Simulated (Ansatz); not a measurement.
For Ga2O3 (model structure, started from the A-La2O3 type, P-3m1, No. 164, 5 atoms in the cell), LDA (plane waves, PAW; Ansatz, an electronic-structure program) gives:

```
Item                        Value
-------------------  ------------
lattice constant a        2.972 Å
lattice parameter c       6.593 Å
bulk modulus B0          66.0 GPa
cohesive energy      5.68 eV/atom
band gap                  2.42 eV
```

Problem. What does r²SCAN (Ansatz, plane waves, PAW) give for the same quantities?

Solution. 
- lattice constant a: 2.991 Å (rises by 0.6 %)
- lattice parameter c: 6.842 Å (increases by 3.8 %)
- bulk modulus: 44.7 GPa (drops by 32 %)
- cohesive energy: 4.75 eV/atom (shrinks by 0.93 eV/atom)
- band gap: 3.12 eV (increases by 0.70 eV)

Changes are worked out from the printed values.

Unless a cell is named, each level is at its own relaxed cell (LDA 10.08, r²SCAN 10.60 Å³/atom).

Spin–orbit coupling is included only where a level's name says +SOC; with heavier elements it mostly lowers gaps and can invert bands. Density-functional gaps are differences of (generalised) Kohn–Sham levels.

Caveats: the bulk modulus is −V dP/dV from two relaxed cells at ±2 % in volume (LDA, r²SCAN). Ansatz's density-functional and Hartree–Fock values are scalar-relativistic unless marked +SOC, with PAW data made under PBE.

A model structure was made by putting elements into a prototype or built by hand; it is no filed structure, need not be a known phase, and can be a saddle point held by its symmetry.
